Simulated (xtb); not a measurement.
xtb 6.7.1, GFN2-xTB: Pt(Cl)(SH)(dadMe) (C[N]1=CC=[N](C)->[Pt]<-1([SH])[Cl]), 18 atoms. The geometry is a generated start, not checked to be a minimum at this level.

```
Item                                                                                                            Value
------------------------  -------------------------------------------------------------------------------------------
method                                                                                                       GFN2-xTB
--acc                                                                                                     1 (default)
--etemp (K)                                                                                             300 (default)
detailed input (--input)  none: ANC optimiser, Lindh (1995) Hessian, microcycle=20, maxdispl=1.0, hlow=0.01 (default)
basis functions                                                                                                    63
valence electrons                                                                                                  58
```

```xyz
18

Pt    -0.8118     0.9856     0.0151
Cl    -2.9993     1.3742     0.2802
S     -0.5984     3.2301    -0.3036
H      0.6271     3.2557    -0.8369
C     -2.2670    -1.7452     0.1049
N     -1.0352    -1.0110     0.0825
C      0.0955    -1.6450    -0.0285
C      1.2656    -0.8564    -0.0305
N      1.1109     0.4388    -0.0166
C      2.2793     1.2708     0.1039
H     -2.8485    -1.4986    -0.7866
H     -2.0898    -2.8246     0.1390
H     -2.8596    -1.4335     0.9653
H      0.1379    -2.7298    -0.0901
H      2.2534    -1.3075    -0.0070
H      3.1870     0.6708     0.2288
H      2.1647     1.9309     0.9659
H      2.3883     1.8949    -0.7859
```

Charge 0 and multiplicity 1 are set for this test and not shown to be the ground state.

The structure is relaxed from this start with --opt LEVEL for the levels crude, sloppy, loose, lax, normal, tight, vtight, extreme, once each. Up to the end of the extreme run atoms move by at most 0.80 Å along an axis.

Problem. Which level is enough to come within 5 meV of the tightest end point?

Solution. normal: 39 cycles against 52, ending 0.31 meV above.

```json
[
 {"level": "crude", "cycles": "1", "energy above the extreme run (meV)": "18", "gradient norm (eV/Å)": "0.19"},
 {"level": "sloppy", "cycles": "1", "energy above the extreme run (meV)": "18", "gradient norm (eV/Å)": "0.19"},
 {"level": "loose", "cycles": "1", "energy above the extreme run (meV)": "18", "gradient norm (eV/Å)": "0.19"},
 {"level": "lax", "cycles": "4", "energy above the extreme run (meV)": "16", "gradient norm (eV/Å)": "0.088"},
 {"level": "normal", "cycles": "39", "energy above the extreme run (meV)": "0.31", "gradient norm (eV/Å)": "0.044"},
 {"level": "tight", "cycles": "43", "energy above the extreme run (meV)": "0.036", "gradient norm (eV/Å)": "0.016"},
 {"level": "vtight", "cycles": "49", "energy above the extreme run (meV)": "under 0.01", "gradient norm (eV/Å)": "0.0100"},
 {"level": "extreme", "cycles": "52", "energy above the extreme run (meV)": "—", "gradient norm (eV/Å)": "0.0019"}
]
```
